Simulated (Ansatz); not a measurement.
Take ZnO in the wurtzite structure (space group P6_3mc, No. 186; a = 3.187 Å, c = 5.153 Å) as the base.

Computed with DFT with LDA, PAW potentials and a 420 eV plane-wave cutoff in Ansatz (a first-principles code), spin-orbit coupling left out.

Before the change:

```
Quantity                               Result
-----------------------------  --------------
Pressure                             0.00 GPa
Width of the top valence band         1.93 eV
Electron mass                  0.15 mₑ (at Γ)
```

One thing is altered: every lattice vector is shortened by 3.00 %; the atoms relax in the strained cell.

**Question.** How does this affect the mean gap deformation potential ΔEg/Δln V?

**Answer.** The mean gap deformation potential ΔEg/Δln V amounts to -1.5 eV.

**Question.** Predict the new pressure.

**Answer.** The pressure (mean of the normal stresses, compression positive) goes from zero to 18.05 GPa.

**Question.** What happens to the width of the top valence band?

**Answer.** The width of the top valence band increases by 0.22 eV (1.93 eV → 2.15 eV).

**Question.** Estimate the effect on the electron mass.

**Answer.** The electron mass goes from 0.15 mₑ (at Γ) to 0.18 mₑ (at Γ).

Masses are band curvatures over ±0.01 Å⁻¹ around the edge. No phonon test of stability was made.
